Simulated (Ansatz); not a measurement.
Results of PBE0 in Ansatz (plane waves, PAW) for Al3BC3 (P6₃/mmc, No. 194, 14 atoms in the cell; start mp-1214836).

Numerical settings: plane-wave cutoff 460 eV, 6×6×2 k mesh (along the axes of the cell as run), Fermi–Dirac smearing 0.01 eV, scalar-relativistic PAW data made under PBE.

The cell is the one relaxed with PBEsol. Conventional cell: a = 3.4115 Å, b = 3.4115 Å, c = 15.7911 Å, α = 90.00°, β = 90.00°, γ = 120.00°.

```
Al3BC3
1.0
    3.41152     0.00000     0.00000
   -1.70576     2.95446     0.00000
    0.00000     0.00000    15.79106
Al B C
6 2 6
Direct
  0.00000   0.00000   0.25000
  0.00000   0.00000   0.75000
  0.33333   0.66667   0.12212
  0.66667   0.33333   0.87788
  0.66667   0.33333   0.62212
  0.33333   0.66667   0.37788
  0.00000   0.00000   0.00000
  0.00000   0.00000   0.50000
  0.33333   0.66667   0.25000
  0.66667   0.33333   0.75000
  0.00000   0.00000   0.09126
  0.00000   0.00000   0.90874
  0.00000   0.00000   0.59126
  0.00000   0.00000   0.40874
```

List the 36 lowest band energies at Γ above −25 eV (eV, relative to the valence band maximum), grouping those that round alike.

At Γ: -15.19, -14.85, -14.57, -13.66, -13.09, -12.25, -8.24, -7.00, -5.94, -4.33, -2.23 (×2), -2.12 (×2), -1.90, -1.20 (×2), -1.07, -0.71 (×2), -0.44 (×2), 0.00 (×2), 4.80, 4.98, 6.11, 6.53, 6.82, 7.78, 7.96 (×2), 8.00 (×2), 9.08 (×2).

Note: the run warned that its exchange threshold was loose for the stress; cell and atoms aren't relaxed at this level (pressure -0.8 GPa).

A start named mp-… is a Materials Project structure, which need not be a measured phase.

Ansatz is an electronic-structure program.
